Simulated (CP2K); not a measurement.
**Input and output of a self-consistent single point for Sb₂Pt (Pa-3, 12 atoms in the cell) (CP2K)**

Computed with PBEsol, GPW, DZVP-MOLOPT-SR-GTH basis, GTH-PBE potentials (GTH_POTENTIALS) in CP2K.

Input as run:

```
&GLOBAL
  PROJECT sb2pt
  RUN_TYPE ENERGY_FORCE
  PRINT_LEVEL LOW
&END GLOBAL
&FORCE_EVAL
  METHOD Quickstep
  STRESS_TENSOR ANALYTICAL
  &DFT
    BASIS_SET_FILE_NAME BASIS_MOLOPT
    POTENTIAL_FILE_NAME GTH_POTENTIALS
    &QS
      METHOD GPW
      EPS_DEFAULT 1E-10
    &END QS
    &MGRID
      CUTOFF 500
      REL_CUTOFF 60
      NGRIDS 5
    &END MGRID
    &SCF
      SCF_GUESS ATOMIC
      EPS_SCF 1E-7
      MAX_SCF 100
      ADDED_MOS 18
      &DIAGONALIZATION
        ALGORITHM STANDARD
      &END DIAGONALIZATION
      &MIXING
        METHOD BROYDEN_MIXING
        ALPHA 0.2
        NBUFFER 12
        BETA 1.5
      &END MIXING
      &SMEAR ON
        METHOD GAUSSIAN
        SIGMA [eV] 0.272
      &END SMEAR
    &END SCF
    &KPOINTS
      SCHEME MACDONALD 3 3 3 0.1666666667 0.1666666667 0.1666666667
    &END KPOINTS
    &XC
      &XC_FUNCTIONAL
        &PBE
          PARAMETRIZATION PBESOL
        &END PBE
      &END XC_FUNCTIONAL
    &END XC
    &PRINT
      &MO
        EIGENVALUES T
        OCCUPATION_NUMBERS T
        NDIGITS 8
        FILENAME mo
        &EACH
          QS_SCF 0
        &END EACH
        ADD_LAST NUMERIC
      &END MO
      &MULLIKEN OFF
      &END MULLIKEN
    &END PRINT
  &END DFT
  &SUBSYS
    &CELL
      A 6.49977000 0.00000000 0.00000000
      B 0.00000000 6.49977000 0.00000000
      C 0.00000000 0.00000000 6.49977000
      PERIODIC XYZ
    &END CELL
    &COORD
      SCALED
      Sb       0.37525000     0.12475000     0.87525000
      Sb       0.62475000     0.87525000     0.12475000
      Sb       0.12475000     0.87525000     0.37525000
      Sb       0.87525000     0.12475000     0.62475000
      Sb       0.87525000     0.37525000     0.12475000
      Sb       0.12475000     0.62475000     0.87525000
      Sb       0.62475000     0.62475000     0.62475000
      Sb       0.37525000     0.37525000     0.37525000
      Pt       0.00000000     0.50000000     0.50000000
      Pt       0.50000000     0.50000000     0.00000000
      Pt       0.50000000     0.00000000     0.50000000
      Pt       0.00000000     0.00000000     0.00000000
    &END COORD
    &KIND Sb
      BASIS_SET DZVP-MOLOPT-SR-GTH
      POTENTIAL GTH-PBE-q5
    &END KIND
    &KIND Pt
      BASIS_SET DZVP-MOLOPT-SR-GTH
      POTENTIAL GTH-PBE-q18
    &END KIND
  &END SUBSYS
  &PRINT
    &FORCES ON
    &END FORCES
    &STRESS_TENSOR ON
    &END STRESS_TENSOR
  &END PRINT
&END FORCE_EVAL
```

Output, abridged:

```
 GLOBAL| Method name                                                        CP2K
 GLOBAL| Project name                                                      sb2pt
 GLOBAL| Run type                                                   ENERGY_FORCE

 TOTAL NUMBERS AND MAXIMUM NUMBERS

  Total number of            - Atomic kinds:                                   2
                             - Atoms:                                         12
                             - Shell sets:                                    12
                             - Shells:                                        72
                             - Primitive Cartesian functions:                 64
                             - Cartesian basis functions:                    236
                             - Spherical basis functions:                    208

  Maximum angular momentum of- Orbital basis functions:                        3
                             - Local part of the GTH pseudopotential:          2
                             - Non-local part of the GTH pseudopotential:      5

 SCF PARAMETERS         Density guess:                                    ATOMIC
                        max_scf:                                             100
                        max_diis:                                              4
                        eps_scf:                                        1.00E-07
                        eps_diis:                                       1.00E-01
                        eps_eigval:                                     1.00E-05
                        level_shift [a.u.]:                             0.000000
                        added MOs                                        18    0
                        Mixing method:                            BROYDEN_MIXING
                                                charge density mixing in g-space
                        Smear method:                                   GAUSSIAN
                        Smearing width (sigma) [a.u.]:                  1.00E-02
                        Accuracy threshold:                             1.00E-10
                        No outer SCF

 Extrapolation method: initial_guess

 Number of electrons:                                                        112
 Number of occupied orbitals:                                                 56
 Number of molecular orbitals:                                                74

 Number of orbital functions:                                                208
 Number of independent orbital functions:                                    208

 SCF WAVEFUNCTION OPTIMIZATION

  Step     Update method      Time    Convergence         Total energy    Change
     1 NoMix/Diag. 0.20E+00      -     0.45824067      -526.5323825118 -5.27E+02
     2 Broy./Diag. 0.20E+00      -     0.03017553      -533.3389819592 -6.81E+00
     3 Broy./Diag. 0.20E+00      -     0.06507846      -529.5548109363  3.78E+00
     4 Broy./Diag. 0.20E+00      -     0.01557078      -525.1892903520  4.37E+00
     5 Broy./Diag. 0.20E+00      -     0.02170503      -524.6272926395  5.62E-01
     6 Broy./Diag. 0.20E+00      -     0.00219433      -524.8228312025 -1.96E-01
     7 Broy./Diag. 0.20E+00      -     0.00263676      -524.6974918731  1.25E-01
   [... 6 lines left out ...]
    14 Broy./Diag. 0.20E+00      -     0.00000058      -524.6582500595 -9.27E-05
    15 Broy./Diag. 0.20E+00      -     0.00000165      -524.6582737722 -2.37E-05
    16 Broy./Diag. 0.20E+00      -     0.00000020      -524.6582925578 -1.88E-05
    17 Broy./Diag. 0.20E+00      -     0.00000049      -524.6583030356 -1.05E-05
    18 Broy./Diag. 0.20E+00      -     0.00000001      -524.6583059906 -2.95E-06

  *** SCF run converged in    18 steps ***

  Electronic density on regular grids:       -112.0000000007       -0.0000000007
  Core density on regular grids:              111.9999999817       -0.0000000183
  Total charge density on r-space grids:       -0.0000000190
  Total charge density g-space grids:          -0.0000000190

  Overlap energy of the core charge distribution:               0.00000002297728
  Self energy of the core charge distribution:               -826.81505342157982
  Core Hamiltonian energy:                                    181.76162130420218
  Hartree energy:                                             178.14095360667486
  Exchange-correlation energy:                                -57.74442860302279
  Smearing free energy correction:                             -0.00139889979626
  Fermi energy:                                                 0.30037467616931

  Total energy:                                              -524.65830599058768
  Total energy (extrapolated to sigma->0):                   -524.65760654068959

 ENERGY| Total FORCE_EVAL ( QS ) energy [hartree]           -524.658304410619280

 FORCES| Atomic forces [hartree/bohr]
 FORCES|   Atom     x               y               z               |f|
 FORCES|      1 -2.47771291E-03  2.47770889E-03 -2.47769805E-03   4.29151374E-03
 FORCES|      2  2.47771347E-03 -2.47771217E-03  2.47770115E-03   4.29151775E-03
 FORCES|      3  2.47770608E-03 -2.47770866E-03 -2.47771110E-03   4.29151720E-03
 FORCES|      4 -2.47770425E-03  2.47770596E-03  2.47770623E-03   4.29151178E-03
 FORCES|      5 -2.47770887E-03 -2.47770851E-03  2.47770428E-03   4.29151479E-03
 FORCES|      6  2.47770842E-03  2.47771044E-03 -2.47770654E-03   4.29151695E-03
 FORCES|      7  2.47770872E-03  2.47772473E-03  2.47772166E-03   4.29153410E-03
 FORCES|      8 -2.47771227E-03 -2.47772707E-03 -2.47771698E-03   4.29153480E-03
 FORCES|      9  1.04073047E-08 -5.04746595E-09 -1.24879748E-09   1.16339331E-08
 FORCES|     10 -6.89457642E-09 -1.35165567E-09 -9.28597533E-10   7.08692109E-09
 FORCES|     11 -6.63710610E-09  5.68769259E-09 -5.58526663E-09   1.03728602E-08
 FORCES|     12  5.46232813E-10  2.88378984E-09  2.90378673E-09   4.12875181E-09
 FORCES| Sum    -4.19820353E-09 -4.21409737E-09 -4.21304898E-09
 FORCES| Total atomic force                                       7.28925999E-09

 STRESS| Analytical stress tensor [bar]
 STRESS|                        x                   y                   z
 STRESS|      x        2.00600911723E+04  -6.03922625102E-03   6.88355448875E-03
 STRESS|      y       -6.03922625102E-03   2.00600926385E+04   8.44703467796E-03
 STRESS|      z        6.88355448875E-03   8.44703467796E-03   2.00600946347E+04
 STRESS| 1/3 Trace                                             2.00600928152E+04
```

The run converged in 18 iterations.

The starting cell comes from a database of computed structures (which also holds hypothetical and non-ambient phases and stackings), without a prior relaxation at this level. Spin polarisation is off. Values carry the incompleteness of an atom-centred basis. The potentials were made for another functional than the one used.

Cost on one core of a shared machine: roughly 2 min.
